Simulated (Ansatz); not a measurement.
## CaO: response to strain

Take CaO in the rock salt structure (space group Fm-3m, No. 225; a = 4.7670 Å) as the base. Axes: x, y, z lie along the cube axes.

Strains are applied to the cell and any free atomic positions relax; under biaxial strain the out-of-plane vector relaxes too.

Levels (all Ansatz, a program for electronic structure, PAW): PBEsol (420 eV, spin-orbit coupling left out); r2SCAN (500 eV, without spin-orbit coupling); HSE06 (420 eV, scalar-relativistic without spin-orbit coupling).

Band gaps by level, all at the geometries relaxed with PBEsol:

| case | PBEsol | r2SCAN | HSE06 |
|---|---|---|---|
| base | 3.54 eV | 4.19 eV | 5.31 eV |
| biaxial strain +1.53 %, plane normal [110], relaxed out of plane | 3.49 eV | … | … |
| isotropic strain −2.76 % | 3.48 eV | 4.15 eV | … |
| isotropic strain −0.16 % | 3.54 eV | 4.19 eV | 5.31 eV |
| strain tensor (xx, yy, zz, yz, xz, xy) = (−0.71, −1.73, −0.43, +0.90, +1.53, +0.75) % | 3.45 eV | 4.10 eV | … |

Q: What belongs in the blanks?

A: 
- biaxial strain +1.53 %, plane normal [110], relaxed out of plane, r2SCAN: 4.13 eV
- biaxial strain +1.53 %, plane normal [110], relaxed out of plane, HSE06: 5.25 eV
- isotropic strain −2.76 %, HSE06: 5.28 eV
- strain tensor (xx, yy, zz, yz, xz, xy) = (−0.71, −1.73, −0.43, +0.90, +1.53, +0.75) %, HSE06: 5.22 eV

A biaxial case was relaxed in a doubled cell and then solved in the primitive one. Single points use the geometry relaxed with PBEsol. The hybrid gap comes from the SCF mesh plus the semilocal run's edge points and a few special points and is an upper bound. Stability against distortions was not tested. The base started in Cmce and relaxed to Fm-3m at this level.
